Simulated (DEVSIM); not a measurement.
Device: abrupt Si p-n junction, at 300 K.

Layer 1 from the left is Si, thickness (μm) 1.00, Na (cm⁻³) 4.2e16, τn (s) 0.00021, τp (s) 0.00021. Layer 2 from the left is Si, thickness (μm) 35.0, Nd (cm⁻³) 1.1e16, τn (s) 0.00021, τp (s) 0.00021.

Left contact: ohmic. Right contact: ohmic. Voltage is applied to the left contact. Recombination: SRH at mid-gap, radiative, Auger. Mobility is constant in doping.

The device is made up for the run: typed textbook-type constants, with dimensions and the other settings drawn at random. Values at 300 K.

Si: gap (eV) 1.124, affinity (eV) 4.05, permittivity 11.7, Nc (cm⁻³) 2.86e19, Nv (cm⁻³) 3.1e19, μn (cm²/Vs) 1417, μp (cm²/Vs) 470, B (cm³/s) 4.7e-15, Cn (cm⁶/s) 2.8e-31, Cp (cm⁶/s) 9.9e-32.

Model (solved in DEVSIM): 1D drift-diffusion, Boltzmann statistics, complete ionisation; no tunnelling, impact ionisation, image-force lowering or self-heating.

**Question.** What does the simulation give for the largest field in the device at zero bias, the dark forward voltage at 100 A/cm², the dark forward voltage at 1 A/cm², the potential step across the device at zero bias?

**Answer.** largest field in the device at zero bias 43000 V/cm; dark forward voltage at 100 A/cm² 0.800 V; dark forward voltage at 1 A/cm² 0.583 V; potential step across the device at zero bias 0.750 V.
